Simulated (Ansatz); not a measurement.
# What pressure 1.5 GPa does to CoO

The parent structure is CoO in the rock salt structure (space group Fm-3m, No. 225; a = 4.248 Å; ferromagnetic).

Modification: cell and atoms relaxed at a pressure of 1.5 GPa.

Calculations: PBE (Ansatz, a program for electronic structure; PAW; 420 eV plane waves; scalar-relativistic without spin-orbit coupling). Γ-centred 19×19×19 mesh, Fermi–Dirac width 0.05 eV.

* **Volume per atom**: 9.49 Å³ (base 9.58 Å³)
* **Density**: 6.55 g/cm³ (base 6.49 g/cm³)
* **Lattice parameter a**: 4.235 Å (base 4.248 Å)
* **Enthalpy H = E + PV relative to the base's energy**: +0.09 eV/atom
* **Band gap**: zero (base zero)
* **Magnetic state**: ferromagnetic (base ferromagnetic)
* **Largest site moment**: 2.46 μB (base 2.48 μB)

Cost of the whole job for the changed cell (relaxation, final SCF and bands): roughly 100 core-seconds.

Load acts through the strain it causes; cell and atoms are relaxed under it. Stability against distortions was not tested. No Hubbard U is applied and the magnetic state is the run's own (CoO ferromagnetic); small cells can't hold the antiferromagnetic order that many such compounds have, so gaps and moments can be off. In its common phase, real CoO is an antiferromagnetic insulator at low temperature.
